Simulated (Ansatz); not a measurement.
Model glasses of amorphous Si3N4, 72 to 78 atoms (Si30N40 before any change). Each row is one cell at a composition chosen by hand, melted whole on the CHGNet potential with the anions pushed apart under 1.9 Å, quenched within some picoseconds, far faster than a real film, and relaxed with PBE, scalar-relativistic without spin-orbit coupling (plane waves to 420 eV, PAW; Ansatz, a program for electronic structure). Each is the lower in DFT energy of 2 quenches. Cycles of charging and discharging were tried on the cells ahead of these points, and a cell that came back lower was taken. The column on the box says what of it was relaxed with the atoms; held means as the quench left it. Cells that kept moments or hold spare charge are left out. So are cells far out in the fitted variable, so that no row sets the line alone.

At the relaxed places, the spacing of the highest filled and the lowest empty level was computed at the zone centre with PBE and with HSE06, without spin polarisation, or with spin where the moments then died out. A level counts as spread where PBE shares it among more than a fifth of the atoms; else the element of the atom with the largest weight is named. Formal charges balance in every cell (each cation at its usual highest valence, Cu and Ag at +1, Sb at +3, H at +1, O at −2, N at −3, F and Cl at −1). Exact exchange is cut at the faces of these small cells, which leaves the hybrid a finite-size error. Where a level is localised, the spacing isn't the band gap.

| cell | change | box | highest filled on | lowest empty on | spacing, PBE (eV) | spacing, HSE06 (eV) |
|---|---|---|---|---|---|---|
| Si30N44Ti3 | +4 N, +3 Ti | volume and shape | N | Ti | 1.66 | 2.90 |
| Si30N34O9 | −6 N, +9 O | held | N | Si | 1.75 | withheld |
| Si30N45Ta3 | +5 N, +3 Ta | shape | N | Ta | 2.09 | 3.28 |
| Si30N41In | +1 In, +1 N | volume and shape | N | In | 2.40 | 3.72 |
| Si30N42Ca3 | +3 Ca, +2 N | shape | N | Si | 2.52 | 3.84 |
| Si30N44Hf3 | +3 Hf, +4 N | shape | N | spread | 2.60 | 3.88 |
| Si30N42Mg3 | +3 Mg, +2 N | shape | N | spread | 2.88 | 4.21 |

Problem. Fit a straight line of the last column on the one before it through the 6 full rows, and predict the withheld value for Si30N34O9.

Solution. Means: x = 2.358, y = 3.638. Slope = Σ(Δx Δy) / Σ(Δx²) = 1.0044 / 0.9181 = 1.094; intercept = 3.638 − (1.094) × 2.358 = 1.058 eV; r.m.s. residual 0.035 eV. Prediction: 1.058 + (1.094) × 1.75 = 2.97 eV. The run gave 2.99 eV, a miss of 0.02 eV, within the residual.

In Si30N34O9 the spacing lies under 0.8 of the table's widest and a localised level on an atom of the host, not next to a guest, bounds it: there a defect of the quenched network is a likely cause.
